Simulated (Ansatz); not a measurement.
Results of r²SCAN in Ansatz (PAW) for ScPtN2 (model structure, started from the PtCoO2 type, R-3m, No. 166, 4 atoms in the cell).

Numerical settings: plane-wave cutoff 560 eV, 20×20×20 k mesh, Fermi–Dirac smearing 0.05 eV, scalar-relativistic PAW data made under PBE.

Cell (relaxed at this level):

```yaml
crystal:
  lattice:
    - [1.61995, 0.93528, 5.97365]
    - [-1.61995, 0.93528, 5.97365]
    - [0.00000, -1.87056, 5.97365]
  atoms:
    - { symbol: Sc, position: [0.50000, 0.50000, 0.50000] }
    - { symbol: Pt, position: [0.00000, 0.00000, 0.00000] }
    - { symbol: N, position: [0.89554, 0.89554, 0.89554] }
    - { symbol: N, position: [0.10446, 0.10446, 0.10446] }
```

Q: Predict the bulk modulus.

A: 
bulk modulus: 111 GPa

The run finds no gap.

Note: the bulk modulus is −V dP/dV from two relaxed cells at ±2 % in volume; the relaxation could raise the start's symmetry but not lower it, so the cell can be a saddle point.

Spin–orbit coupling is not included; it can open a gap where bands touch, and shift volumes and moduli.

The computed numbers hold no vibrational or temperature effects.

A model structure was made by putting elements into a prototype or built by hand; it is no filed structure, need not be a known phase, and can be a saddle point held by its symmetry.

Ansatz is a quantum-chemistry and plane-wave program.
